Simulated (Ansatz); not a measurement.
The reference is SiSe$_{2}$ (space group Ibam, No. 72; made of chains).

```
CELL_PARAMETERS angstrom
     -3.14954     4.65342     2.92796
      3.14954    -4.65342     2.92796
      3.14954     4.65342    -2.92796
ATOMIC_POSITIONS crystal
  Se 0.87181 0.79473 0.66653
  Se 0.37181 0.70527 0.07708
  Se 0.62819 0.29473 0.92292
  Se 0.12819 0.20527 0.33347
  Si 0.75000 0.75000 0.00000
  Si 0.25000 0.25000 0.00000
```

Cartesian axes are those of the cell as printed.

Calculations: DFT with PBEsol, PAW potentials and a 420 eV plane-wave cutoff in Ansatz (a program for electronic structure), no spin-orbit coupling, earlier PAW set.

For the base:

```
Quantity           Result
---------------  --------
Pressure         0.00 GPa
Volume per atom  28.61 Å³
```

It is then changed as follows: biaxial strain +1.13 %, plane normal [001], relaxed out of plane (Cartesian); in-plane vectors clamped, the third vector and the atoms free.

How does this affect the pressure and volume per atom?

The pressure (mean of the normal stresses, compression positive) goes from zero to -0.08 GPa; the volume per atom grows by 0.64 Å³ to 29.25 Å³.

A biaxial case was relaxed in a doubled cell and then solved in the primitive one. Stability against distortions was not tested. No dispersion term is included in the PBEsol runs.
